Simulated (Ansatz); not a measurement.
The starting structures come from a database of crystals and need not be the phases stable at ambient conditions.

Inside the gap of an insulator the Bloch states are evanescent, with a wavenumber k + iκ along the transport direction.

```yaml
crystal:
  lattice:
    - [6.86348, 0.00000, -0.02026]
    - [0.00000, 7.01329, 0.00000]
    - [2.55927, 0.00000, 5.81086]
  atoms:
    - { symbol: Hg, position: [0.24218, 0.86601, 0.41882] }
    - { symbol: Hg, position: [0.75782, 0.13399, 0.58118] }
    - { symbol: Hg, position: [0.25782, 0.36601, 0.58118] }
    - { symbol: Hg, position: [0.74218, 0.63399, 0.41882] }
    - { symbol: Hg, position: [0.50000, 0.50000, 0.00000] }
    - { symbol: Hg, position: [0.00000, 0.00000, 0.00000] }
    - { symbol: Cl, position: [0.95310, 0.62703, 0.78611] }
    - { symbol: Cl, position: [0.04690, 0.37297, 0.21389] }
    - { symbol: Cl, position: [0.54690, 0.12703, 0.21389] }
    - { symbol: Cl, position: [0.45310, 0.87297, 0.78611] }
    - { symbol: O, position: [0.43880, 0.60507, 0.32760] }
    - { symbol: O, position: [0.56120, 0.39493, 0.67240] }
    - { symbol: O, position: [0.06120, 0.10507, 0.67240] }
    - { symbol: O, position: [0.93880, 0.89493, 0.32760] }
```

Space group of this cell: P2_1/c. The cell was relaxed by PBE-D3(BJ); by r2SCAN its mean pressure is -0.9 GPa.

Transport runs along the normal of the first two printed cell vectors.

No gap correction and no spin-orbit coupling; mid-gap values are interpolated between computed energies.

Q: Give the band gap and the smallest decay constant κ at mid-gap that r2SCAN (Ansatz, a first-principles code) yields.

A: Gap 0.52 eV on a 6×4×6 mesh; κ = 0.127 1/Å, at the zone centre.
